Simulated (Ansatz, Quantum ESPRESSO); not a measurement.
# Code comparison for Mg3CdO4 (Pm-3m, 8 atoms in the cell)

Self-consistent single point.

```
CELL_PARAMETERS angstrom
      4.44664     0.00000     0.00000
      0.00000     4.44664     0.00000
      0.00000     0.00000     4.44664
ATOMIC_POSITIONS crystal
  Mg 0.00000 0.50000 0.50000
  Mg 0.50000 0.00000 0.50000
  Mg 0.50000 0.50000 0.00000
  Cd 0.00000 0.00000 0.00000
  O  0.50000 0.00000 0.00000
  O  0.00000 0.50000 0.00000
  O  0.00000 0.00000 0.50000
  O  0.50000 0.50000 0.50000
```

Shared settings, as Ansatz (a program for electronic structure) writes them: kpoints.mp_grid.grid = 5 5 5; scf.occupations.method = fixed. Potentials and cutoffs stand in the table.

```
code                                                             model  pressure (GPa)   cutoff
----------------  ----------------------------------------------------  --------------  -------
Quantum ESPRESSO  PBEsol, GBRV 1.5 ultrasoft (PBESOL) pseudopotentials           -4.71    40 Ry
Ansatz                                 PBEsol, PAW files made with PBE           -5.61  30.9 Ry
```

The spread over the programs that give each value: pressure within 0.90 GPa.

Ansatz's pressure is given at a fixed set of plane waves, as the other plane-wave codes print theirs; with its correction for the finite basis it is -5.24 GPa (the shift of 0.38 GPa shows how far the cutoff is from converged).

This mesh misses zone-boundary points where a band edge of such crystals can lie, so no gaps are given.

On the base mesh (6 6 6) the same programs gave: Ansatz pressure -5.61 GPa; Quantum ESPRESSO pressure -4.70 GPa.

The starting cell comes from a database of computed structures (which also holds hypothetical and non-ambient phases and stackings), without a prior relaxation at this level.

Left out of this page: ABINIT (failed or unconverged); GPAW (not drawn, or without a comparable value); CP2K (on another mesh).

Keys are those of Ansatz 0.2.
